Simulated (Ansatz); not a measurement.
**How far PBE and PBEsol part for hypothetical Fm-3m BeBr2, pressure 1.8 GPa**

The reference is BeBr$_{2}$ in the fluorite structure (space group Fm-3m, No. 225; a = 6.485 Å; a hypothetical phase, not in the database extracts checked).

(Cell as relaxed with PBE.)

Levels (all Ansatz, an electronic-structure program, PAW): PBE (420 eV, without spin-orbit coupling); PBEsol (420 eV, without spin-orbit coupling).

Each level relaxes its own structure.

```csv
base,PBE,PBEsol
volume per atom,22.72 Å³,21.77 Å³
lattice parameter a,6.485 Å,6.393 Å
band gap,0.23 eV,0.30 eV
```

Modification: a hydrostatic pressure of 1.8 GPa.

| quantity | PBE | PBEsol |
|---|---|---|
| electron mass | 0.17 mₑ (at Γ) | ? |
| valley order (the lowest conduction-band minima on the path, energy above the VBM, named in the base's zone) | Γ 0.31 eV; X along ⟨100⟩ 0.88 eV | ? |
| smallest direct gap | 0.88 eV | ? |

Question: Predict the PBEsol column.

Answer: 
- electron mass, PBEsol: 0.18 mₑ (at Γ)
- valley order (the lowest conduction-band minima on the path, energy above the VBM, named in the base's zone), PBEsol: Γ 0.37 eV; X along ⟨100⟩ 0.70 eV
- smallest direct gap, PBEsol: 0.70 eV

Both order the valleys alike; PBE's smallest direct gap lies 0.18 eV above PBEsol's. Neither level is exact; PBEsol is the comparison here, not a measurement.

Load acts through the strain it causes; cell and atoms are relaxed under it. Masses are band curvatures over ±0.01 Å⁻¹ around the edge. Whether these cells are dynamically stable was not tested. A zero or small gap of BeBr2 can be the functional's error rather than a property of the material.
